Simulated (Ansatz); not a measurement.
Defect migration in beta Si3N4: interstitial Ag, charge state +1. The step: a direct jump of one Ag atom; the atom moves 1.48 Å along (0.00, 0.00, -0.50) of the unit cell; the moving atom starts with neighbours N at 2.38, 2 N at 2.40, N at 2.82, 2 N at 2.83, 2 N at 2.85, N at 2.86; Si at 2.74, Si at 2.75, Si at 2.76, 2 Si at 3.09 Å and ends with N at 2.38, 2 N at 2.40, N at 2.82, 2 N at 2.83, 2 N at 2.85, N at 2.86; Si at 2.74, Si at 2.75, Si at 2.76, 2 Si at 3.09 Å. DFT values are from Ansatz (plane-wave PAW, 420 eV unless said) in a cell of 84 host sites, spin-restricted, static, with no finite-size correction. The charge state is imposed; whether it is stable for some Fermi level was not computed. Sites that were not tried may lie lower. For the PBE band: the saddle point's order was not checked, and it lies on a symmetry element of the cell, where a band can be held.

```csv
Level,Forward barrier (eV),Cost of the band or of the saddle's single point
"CHGNet universal potential (has no charge state), its own band",0.00,-
"PBE, the Γ point alone, band relaxed",0.08,very roughly 7 core-minutes
"PBE, a 2×2×2 k-point mesh shifted by half a step along c, same geometries",0.08,around 2.3 core-minutes (rough)
"r2SCAN at 500 eV, the Γ point alone, same geometries",?,around 100 core-seconds (rough)
```

Problem. Some entries are withheld; supply them.

Solution. 
- r2SCAN at 500 eV, the Γ point alone, same geometries, Forward barrier (eV): 0.07

Ansatz is an electronic-structure program.
